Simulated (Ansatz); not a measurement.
# Amorphous Al₂₈O₄₄Si

A CHGNet melt-quench gave the starting glass, which DFT then relaxed. O atoms were pushed apart under 1.9 Å during the dynamics, to hinder bonds among them. The hot cell started wider than the set density and was brought back towards it in steps. It is the lowest in DFT energy of 2 quenches. It is a model cell: composition and starting density were chosen by hand, and all elements were melted together. No dispersion term was used.

Methods: PBE, scalar-relativistic without spin-orbit coupling (Ansatz, an electronic-structure program); r2SCAN, scalar-relativistic without spin-orbit coupling (Ansatz); HSE06, scalar-relativistic without spin-orbit coupling (Ansatz). Geometry, pressure, stress and energy are those of the PBE run. Its sampling: a 2×2×2 Γ-centred mesh; Fermi-Dirac width 0.02 eV; no spin polarisation. Other functionals are single points at the zone centre (r2SCAN at 500 eV; exact exchange cut at the cell's faces), free to take moments where seeds were set. At PBE the levels at the filled edge of the gap are localised (band-tail or defect states), and the nearest spread-out levels lie 3.8 eV apart at the zone centre.

```yaml
number_of_atoms_in_the_cell: 73
Density (held, not predicted): 3.06 g/cm³
volume_per_atom: 11.07 Å³
Pressure on a 2×2×2 Γ-centred mesh: -1.10 GPa
Largest force and stress component on that mesh (the relaxation ran on the zone centre alone): 0.05 eV/Å and 2.4 GPa
Energy relative to corundum + alpha cristobalite (lowest mix at this level among the phases computed, not always the ambient ones): 0.179 eV/atom
Level gap on a 2×2×2 Γ-centred mesh (PBE): 3.50 eV
Level gap at the zone centre (PBE): 3.53 eV
Level gap at the zone centre (r2SCAN): 4.19 eV
Level gap at the zone centre (HSE06): 5.25 eV
```

Bonds are counted up to Al-Al 2.66 Å, Al-O 2.20 Å, Al-Si 2.55 Å, O-O 1.58 Å, O-Si 2.12 Å, Si-Si 2.60 Å. Two cations that share two anions don't count as bonded, nor two that share one unless they lie closer than Al-Al 2.59 Å, Al-Si 2.48 Å, Si-Si 2.38 Å.

Mean coordination of Al by anions: 4.43 (17 with 4, 10 with 5, 1 with 6)
Mean coordination of O: 2.91 (5 with 2, 38 with 3, 1 with 4)
Mean coordination of Si by anions: 4.00 (1 with 4)
Mean Al-O bond: 1.846 Å (spread 0.074 Å, 124 counted)
Mean O-Si bond: 1.648 Å (spread 0.038 Å, 4 counted)

Its density started from a set value of 3.06 g/cm³. Cooling (nominally 280 K/ps over its main leg) ran many orders faster than in experiment, which tends to leave more defects and strain. Values belong to this one cell and scatter from quench to quench. The volume was held where the preparation left it, at a PBE pressure of -1.1 GPa (tension). Stress components on the final sampling reach 2.4 GPa.
